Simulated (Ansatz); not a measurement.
## Step by step: formation energy of LiCl (rock salt, Fm-3m) from the elements

Consider the formation energy of LiCl (rock salt, Fm-3m) from the elements. Reaction: Li (bcc) + 1/2 Cl2 (gas) → LiCl (rock salt). Negative: the products are lower in energy. The value is per atom of the solid.

LiCl (rock salt, Fm-3m), 2 atoms in the cell. Conventional cell: a = b = c = 5.1489 Å, α = β = γ = 90.00°.

Method: Ansatz (a program for electronic structure), PAW, neutral cells at 0 K with nuclei at rest, on structures from PBE. Ansatz runs with its default PAW set. Other levels take these structures. The lattices are those relaxed with PBE, so at other levels the solids can be strained.

Total energies of the cells in eV, at zero smearing width. They compare only within one column; the weights balance every element.

```json
[
 {"cell": "Li (bcc)", "atoms": "1", "weight": "−2", "r2SCAN+D4": "-205.14019"},
 {"cell": "LiCl (rock salt)", "atoms": "2", "weight": "+2", "r2SCAN+D4": "-1292.88627"},
 {"cell": "Cl2 (gas)", "atoms": "2", "weight": "−1", "r2SCAN+D4": "-2167.03969"}
]
```

r2SCAN+D4: − 2 × (-205.14019) + 2 × (-1292.88627) − (-2167.03969) = -8.452 eV; dividing by 4 atoms gives -2.11 eV/atom.

What follows from the r2SCAN+D4 value: A formula unit of LiCl has 2 atoms, so it forms with -2.1131 × 2 = -4.226 eV, or -407.7 kJ/mol at 96.485 kJ/mol per eV.
